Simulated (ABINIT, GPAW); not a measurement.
An ABINIT input for a self-consistent single point of TlBr (Fm-3m, 2 atoms in the cell) (DFT, LDA (PW92), plane waves, norm-conserving pseudopotentials (PseudoDojo nc-sr-04 LDA standard)):

```
# TlBr, PseudoDojo nc-sr-04 LDA standard
pp_dirpath "./"
pseudos "Tl.upf, Br.upf"
acell 4.6318308453 4.6318308453 4.6318308453 Angstrom
rprim
         0.0000000000    0.7071067812    0.7071067812
         0.7071067812   -0.0000000000    0.7071067812
         0.7071067812    0.7071067812    0.0000000000
natom 2
ntypat 2
znucl 81 35
typat 1 2
xred
         0.0000000000    0.0000000000    0.0000000000
         0.5000000000    0.5000000000    0.5000000000
ecut 844 eV
ixc 7
occopt 1
nband 13
kptopt 1
ngkpt 6 6 6
nshiftk 1
shiftk 0 0 0
nstep 100
tolvrs 1.0e-10
diemac 6
prtwf 0
prtden 0
```

Task: Write the same calculation as an input for GPAW.

Result: This is the input that was run; spellings and numerical settings could be chosen otherwise.

```python
from ase import Atoms
from ase.units import GPa
from gpaw import GPAW, PW

atoms = Atoms(['Tl', 'Br'],
              cell=[[0.000000, 3.275199, 3.275199],
                    [3.275199, 0.000000, 3.275199],
                    [3.275199, 3.275199, 0.000000]],
              scaled_positions=[[0.000000, 0.000000, 0.000000],
                                [0.500000, 0.500000, 0.500000]],
              pbc=True)

calc = GPAW(mode=PW(550),
            xc='LDA',
            kpts={'size': (6, 6, 6), 'gamma': True},
            occupations={'name': 'fixed-uniform'},
            nbands=-6,
            convergence={'density': 1e-05, 'bands': -4},
            symmetry={'symmorphic': False, 'tolerance': 0.0005},
            maxiter=150)

atoms.calc = calc

energy = atoms.get_potential_energy()
print('Energy (eV):', round(energy, 6))
forces = atoms.get_forces()
print('Forces (eV/Ang):')
print(forces.round(5))
stress = atoms.get_stress()
print('Stress (GPa, Voigt):', (stress / GPa).round(4))
```

Basis, cutoffs, solver keys and any potentials are the target program's own. This input uses DFT LDA (Perdew-Wang 92), plane waves, GPAW PAW datasets LDA (gpaw-data 1.0.1). LDA parametrisations can differ slightly between programs. Both were run: pressure -1.40 GPa in ABINIT and -1.47 in GPAW; gap on the mesh 1.744 eV in ABINIT and 1.695 in GPAW.

On GPAW: the starting cell comes from a database of computed structures (which also holds hypothetical and non-ambient phases and stackings), without a prior relaxation at this level. For this run, on top of that: lattice scaled by 0.98. Spin-orbit coupling is off.

On ABINIT: the starting cell comes from a database of computed structures (which also holds hypothetical and non-ambient phases and stackings), without a prior relaxation at this level. For this run, on top of that: lattice scaled by 0.98. Spin-orbit coupling is off.
